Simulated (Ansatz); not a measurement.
**Effective masses and thermopower of LiH (Fm-3m)**

Here is the system:

```xyz
2
Lattice="0.0000 1.9900 1.9900 1.9900 0.0000 1.9900 1.9900 1.9900 0.0000" Properties=species:S:1:pos:R:3 pbc="T T T"
Li     0.0000     0.0000     0.0000
H      1.9900     1.9900     1.9900
```

Computed with PBEsol, rigid bands (plane waves, PAW, scalar-relativistic; Ansatz, a first-principles code). How the cell was made: cell and atoms relaxed with PBEsol.

band gap: 2.73 eV
electron conductivity mass (300 K, dilute): 0.28 mₑ
hole conductivity mass (300 K, dilute): 0.40 mₑ
effective density of states N_c (300 K): 2.5e19 cm⁻³
effective density of states N_v (300 K): 1.0e20 cm⁻³
density-of-states mass, electrons: 0.99 mₑ
density-of-states mass, holes: 2.6 mₑ
Seebeck coefficient, n-type 1e19 cm⁻³, 300 K: -298 μV/K
best n-type power factor at 300 K for τ = 10 fs (best axis; densities from 1e16 to 1e21 cm⁻³ tried, whether or not they can be reached): 15.0 μW/(cm·K²) at 1e20 cm⁻³
Seebeck coefficient, p-type 1e19 cm⁻³, 300 K: 413 μV/K
best p-type power factor at 300 K for τ = 10 fs (best axis; densities from 1e16 to 1e21 cm⁻³ tried, whether or not they can be reached): 40 μW/(cm·K²) at 3e20 cm⁻³

Rigid bands; masses and Seebeck coefficients take one relaxation time τ for all states and one kind of carrier; polarons and phonon drag are left out. Spin-orbit coupling is left out.
